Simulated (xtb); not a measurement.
xtb 6.7.1, GFN2-xTB: c1ccc(-c2sc(-c3ccco3)c3c2OCCO3)cc1, 32 atoms. The geometry is a generated start, not checked to be a minimum at this level.

```yaml
method: GFN2-xTB
"--acc": 1 (default)
"--etemp (K)": 300 (default)
detailed input (--input): "none: ANC optimiser, Lindh (1995) Hessian, microcycle=20, maxdispl=1.0, hlow=0.01 (default)"
basis_functions: 98
valence_electrons: 100
```

The structure is relaxed from this start with --opt LEVEL for the levels crude, sloppy, loose, lax, normal, tight, vtight, extreme, once each. Up to the end of the extreme run atoms move by at most 1.2 Å along an axis.

Task: Which level is enough to come within 5 meV of the tightest end point?

Result: loose: 22 cycles against 44, ending 2.0 meV above.

| level | cycles | energy above the extreme run (meV) | gradient norm (eV/Å) |
|---|---|---|---|
| crude | 4 | 81 | 0.19 |
| sloppy | 15 | 11 | 0.14 |
| loose | 22 | 2.0 | 0.074 |
| lax | 22 | 2.0 | 0.074 |
| normal | 26 | 1.2 | 0.033 |
| tight | 37 | 0.059 | 0.0061 |
| vtight | 44 | under 0.01 | 0.0016 |
| extreme | 44 | — | 0.0016 |
